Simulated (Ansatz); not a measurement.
Relaxation of the outer planes of the (100) surface of zinc-blende ZnSe in its 1x1 cell (cut with top plane Se, bottom plane Se), relaxed from an ideal cut (the real face may reconstruct), outermost plane spacing 1.43 Å in the ideal cut (one of several cuts of this face), with 1 Se a cell over the bulk's ratio, from a spin-polarised start.

The numbers are results of PBE (plane waves to 420 eV, PAW; Ansatz, a first-principles code), not measurements.

Model: 9-atom slab, Se5Zn4, 11.5 Å thick at the start, 6x6x1 mesh, Fermi-Dirac 0.025 eV, dipole correction, all atoms relaxed; start symmetry kept, larger cells not searched; spin-polarised from one start with parallel moments (other orders not tried), ending with about 0.3 μB a cell, a value that depends on the mesh; orders that need a larger cell were not tried, no spin-orbit, no U. The slab shows no gap over 0.04 eV on its mesh.

```tsv
plane	atoms	bulk spacing to the next (Å)	relaxed spacing (Å)	change (%)	rumpling (Å)
1	Se	1.434	1.341	-6.5	0.00
2	Zn	1.434	1.505	5.0	0.00
```
